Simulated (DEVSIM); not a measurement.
Device: Schottky contact on n-type GaN, at 250 K.

Layer 1 from the left is GaN, thickness (μm) 0.790, Nd (cm⁻³) 3.8e15, τn (s) 1.5e-9, τp (s) 1.5e-9.

Left contact: Schottky, work function 5.14 eV, emission velocity 9.1e6 cm/s. Right contact: ohmic. Voltage is applied to the left contact. Recombination: SRH at mid-gap, Auger. Mobility is μmin + (μ − μmin)/(1 + (N/Nref)^α).

Constants are typed, rounded textbook-type inputs, not results; the design itself was drawn at random and stands for no fabricated device. Values at 300 K; Nc and Nv go as T^1.5, mobilities as T to minus their exponent, the gap by Varshni's rule with the affinity fixed.

GaN: gap (eV) 3.43, affinity (eV) 4.1, permittivity 9.5, Nc (cm⁻³) 2.3e18, Nv (cm⁻³) 4.6e19, μn (cm²/Vs) 1200, μp (cm²/Vs) 100, μn,min 55, μp,min 3, Nref,n 2e17, Nref,p 3e17, αn 1, αp 2, T exponent of μn 1.5, T exponent of μp 2, Cn (cm⁶/s) 1e-30, Cp (cm⁶/s) 1e-30, Varshni α (eV/K) 0.00091, Varshni β (K) 830.

DEVSIM, 1D drift-diffusion, Boltzmann statistics, complete ionisation; no tunnelling, impact ionisation, image-force lowering or self-heating. Metal contacts follow the ideal Schottky-Mott rule: no Fermi-level pinning, no interface dipoles.

Dark forward current:

```tsv
|V| (V)	|J| (A/cm²)
0.10	2.412e-13
0.15	2.465e-12
0.20	2.498e-11
0.25	2.529e-10
0.30	2.557e-9
0.35	2.584e-8
0.40	2.607e-7
0.45	2.627e-6
0.50	2.641e-5
0.55	0.0002648
0.60	0.002645
0.65	0.02626
0.70	0.2578
0.75	2.464
0.80	21.33
0.85	127.9
0.90	408.1
0.95	823.8
1.00	1312
1.05	1840
1.10	2390
```

Q: Work out the local ideality factor n = ΔV / (kT/q · ln(J2/J1)) between the rows 0.10 and 0.15 V, 1.05 and 1.10 V.

A: kT/q = 21.54 mV. From 0.10 to 0.15 V: ln(2.465e-12/2.412e-13) = 2.324, n = 1.00, near the 1 of diffusion or emission over a barrier. From 1.05 to 1.10 V: ln(2390/1840) = 0.262, n = 8.88; the layers' resistance at their doping, Σ W/(qμN) = 8.4e-5 Ω cm², would take 46 mV of this step of 50 mV.

Q: Estimate the current at 0.40 V for emission alone, J0 = q v N_band exp(−φB/kT), and read the barrier back from the simulated current.

A: φB = 1.040 eV, N_band = 1.75e18 cm⁻³, J0 = 2.74e-15 A/cm²; J = J0 (exp(qV/kT) − 1) = 3.18e-7 A/cm². The simulation gives 2.61e-7 A/cm²; the estimate lies 22 % above. Read backwards, the simulated current gives an apparent barrier of 1.044 eV. The estimate leaves out transport through the depletion region and minority injection.
